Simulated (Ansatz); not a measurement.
Consider Si in the diamond structure (space group Fd-3m, No. 227; a = 5.434 Å).

The other end (x = 1) is Ge in the diamond structure (space group Fd-3m, No. 227): 22.86 Å³/atom, gap zero.

Calculations: Ansatz (a program for electronic structure), PBEsol, PAW, cutoff 420 eV, no spin-orbit coupling.

Ge replaces a fraction x of Si; each row is one arrangement (x, atoms in the cell, starting space group or random), fully relaxed.

One change was made to it. Results:

```csv
quantity,base,after
band gap,0.47 eV,0.41 eV
mixing energy (to 0.01 eV only: unlike meshes or grids),–,+0.01 eV/atom
"gap character (in this cell's own zone, which can be folded)",–,"indirect, Γ → Y₂"
volume per atom,20.05 Å³,21.65 Å³
```

Task: Which of these changes matches the shifts?
A. x(Ge) = 0.375, 8 atoms, Pmm2
B. x(Ge) = 0.375, 8 atoms, P-43m
C. x(Ge) = 0.667, 6 atoms, I-4m2
D. x(Ge) = 0.625, 8 atoms, Cm
E. x(Ge) = 0.75, 4 atoms, P-4m2

Result: D, x(Ge) = 0.625, 8 atoms, Cm. For comparison, the gap character in the other runs: x(Ge) = 0.667, 6 atoms, I-4m2 gives indirect, Γ → k = (1/4, 1/4, -1/4) in the run's primitive reciprocal basis; x(Ge) = 0.375, 8 atoms, P-43m gives direct at Γ; x(Ge) = 0.375, 8 atoms, Pmm2 gives indirect, Γ → Z; x(Ge) = 0.75, 4 atoms, P-4m2 gives indirect, Γ → R.

Each cell is one ordered arrangement of few atoms, which overstates ordering effects compared with a random alloy. Stability against distortions was not tested. A zero or small gap of Ge and SiGe3 can be the functional's error rather than a property of the material. Labels are those of the standard path for the cell's own space group.
